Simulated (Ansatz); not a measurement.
Take a 16-atom supercell of ZnS in the zinc blende structure (space group F-43m, No. 216; a = 5.443 Å) at its relaxed geometry as the base.

Level of theory: PBE in Ansatz (plane waves to 420 eV, PAW, no spin-orbit coupling), earlier PAW set.

One neutral defect a cell, atoms relaxed at fixed cell.

One change was made to it. Results:

```csv
quantity,base,after
pressure,0.0 GPa,1.4 GPa
largest displacement of a host atom from its site in the perfect cell,–,0.07 Å
```

Task: Which change produced these results?
A) Se on a S site
B) S vacancy
C) H interstitial (started 2.36 Å from the nearest host atom)
D) Ge on a Zn site

Result: A, Se on a S site. For comparison, the pressure in the other runs: S vacancy gives -1.0 GPa; Ge on a Zn site gives 3.4 GPa; H interstitial (started 2.36 Å from the nearest host atom) gives 0.6 GPa.

The magnetic state is the one reached from the starting moments; the real material's order can differ, and small cells can't hold many antiferromagnetic ones. The cell is small, so the values are those of an ordered compound at a high defect concentration; dilute-limit values will differ. A case with no gap was solved on a k-mesh chosen for an insulator, which is coarse for it. Seeded moments were not kept for Se on a S site, S vacancy and Ge on a Zn site.

Ansatz is a program for electronic structure.
